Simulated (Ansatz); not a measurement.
Results of PBE0 (PAW; Ansatz, a quantum-chemistry and plane-wave program) for cubic perovskite CsPbCl₃ (cubic high-temperature phase).

Numerical settings: plane-wave cutoff 500 eV, 4×4×4 k mesh, gaussian smearing 0.02 eV, scalar-relativistic PAW data made under PBE.

The cell is the one relaxed with r²SCAN: a = b = c = 5.6731 Å, α = β = γ = 90.00°.

What does this level give for the band gap?


* **band gap**: 3.43 eV (on the SCF k mesh)

Note: held by symmetry at 0 K, a high-temperature phase can be a saddle point; cell and atoms aren't relaxed at this level (pressure 0.4 GPa).

Spin–orbit coupling is not included; with these elements it can move the gap by several tenths of an eV or more.

Computed values are for the static lattice.

It cost very roughly 100 core-seconds of CPU time.
